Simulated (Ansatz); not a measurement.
Consider GaN in the zinc blende structure (space group F-43m, No. 216; a = 4.498 Å). Axes: x, y, z lie along the cube axes.

Calculations: Ansatz (a quantum-chemistry and plane-wave program), r2SCAN, PAW, cutoff 500 eV, no spin-orbit coupling.

Before the change:

| Quantity | Result |
|---|---|
| Band gap | 2.17 eV |
| Valence-band top at Γ | 0.00, 0.00, 0.00 eV |

One thing is altered: strain tensor (xx, yy, zz, yz, xz, xy) = (+1.25, +0.78, −0.36, −0.16, −0.86, −0.28) %; the atoms relax in the strained cell.

### Question
How does this affect the energy relative to the base?

### Answer
The energy rises by 4.4 meV/atom.

### Question
Predict the new band gap.

### Answer
The band gap drops by 0.19 eV (2.17 eV → 1.98 eV).

### Question
How does this affect the valence-band top at Γ?

### Answer
The valence-band top at Γ (three highest levels, from the VBM) goes from 0.00, 0.00, 0.00 eV to 0.00, -0.09, -0.14 eV.

No phonon test of stability was made. This is not the structure that GaN has at room temperature and ambient pressure.
